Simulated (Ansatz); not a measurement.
Consider the following.

End structure of a constructed model of the (111) surface of fcc Au, a layer of Zn in place of the second plane (bottom of the slab: a bare face, its two planes held):

```
CELL_PARAMETERS angstrom
      2.93959     0.00000     0.00000
     -1.46980     2.54576     0.00000
      0.00000     0.00000    28.00000
ATOMIC_POSITIONS crystal
  Au 0.33333 0.66667 0.28870
  Au 0.66667 0.33333 0.37442
  Au 0.00000 0.00000 0.46000
  Au 0.33333 0.66667 0.54736
  Zn 0.66667 0.33333 0.62271
  Au 0.00000 0.00000 0.69850
```

Set-up: 6 atoms, 11.8 Å thick at the start; mesh 15x15x1; 0.1 eV smearing; dipole correction on; 2 atoms held, the rest relaxed; start symmetry kept, larger cells not searched; no spin, no spin-orbit, no U. It is one candidate, not shown to be the stable structure of the face.

**Question.** Estimate the work function of the top face that Ansatz (a program for electronic structure) with PBE returns for this input.

**Answer.** 4.80 eV
